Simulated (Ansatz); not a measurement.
## rock-salt TiC (1 1 1) on wurtzite AlN (0 0 1) (film strained to the substrate, started from cuts of the bulks and a machine-learned relaxation; slabs Al6N6 and C4Ti4, which can lie off the formulas)

A periodic stack without vacuum, rock-salt TiC (1 1 1) on wurtzite AlN (0 0 1) (film strained to the substrate, started from cuts of the bulks and a machine-learned relaxation; slabs Al6N6 and C4Ti4, which can lie off the formulas): substrate slab Al6N6, film C4Ti4, surface cells [[0, 1], [-1, 0]] and [[-1, 1], [-1, 0]], film strained by +2.2 and +2.2 %, outermost planes N/Al and C/Ti as cut, which need not be the usual terminations and can put a slab off its formula.

The start was prepared with a machine-learned potential, and the result is one local minimum, with the in-plane cell held and forces under 0.04 eV/Å; the film can end far from its bulk form.

Method: PBE (plane waves to 420 eV, PAW; Ansatz, an electronic-structure program). Spin–orbit coupling is left out; the runs are not spin-polarised; PBE gaps are too small against experiment. Its k-point mesh 11×11×1, Fermi–Dirac width 0.05 eV.

interface area: 8.5 Å²
period: 25.33 Å
heights between the nearest atoms of the two slabs at the two interfaces: 2.00 and 1.70 Å
Al–Ti contacts across the interfaces within 1.22 times the sum of covalent radii: 3, mean 2.99 Å
N–Ti contacts across the interfaces within 1.22 times the sum of covalent radii: 3, mean 2.48 Å
Al–C contacts across the interfaces within 1.22 times the sum of covalent radii: 1, mean 2.00 Å

```yaml
crystal:
  lattice:
    - [3.13020, 0.00011, -0.03216]
    - [1.56512, 2.71088, 0.03166]
    - [-1.30874, 0.45575, 25.35408]
  atoms:
    - { symbol: Al, position: [0.24539, 0.39967, 0.05526] }
    - { symbol: Al, position: [0.64571, 0.69986, 0.15474] }
    - { symbol: N, position: [0.29544, 0.37491, 0.12944] }
    - { symbol: N, position: [0.56063, 0.74203, 0.02816] }
    - { symbol: Al, position: [0.37932, 0.33330, 0.25452] }
    - { symbol: Al, position: [0.77939, 0.63345, 0.35429] }
    - { symbol: N, position: [0.42904, 0.30855, 0.32882] }
    - { symbol: N, position: [0.69563, 0.67513, 0.22906] }
    - { symbol: Al, position: [0.51259, 0.26688, 0.45405] }
    - { symbol: Al, position: [0.91247, 0.56681, 0.55429] }
    - { symbol: N, position: [0.56190, 0.24205, 0.52843] }
    - { symbol: N, position: [0.82898, 0.60870, 0.42859] }
    - { symbol: C, position: [0.96302, 0.54027, 0.63321] }
    - { symbol: C, position: [0.35796, 0.84266, 0.72591] }
    - { symbol: C, position: [0.75524, 0.14403, 0.82179] }
    - { symbol: C, position: [0.15485, 0.44434, 0.92089] }
    - { symbol: Ti, position: [0.65615, 0.19369, 0.67291] }
    - { symbol: Ti, position: [0.05550, 0.49389, 0.77220] }
    - { symbol: Ti, position: [0.45282, 0.79527, 0.86807] }
    - { symbol: Ti, position: [0.84831, 0.09763, 0.96105] }
```
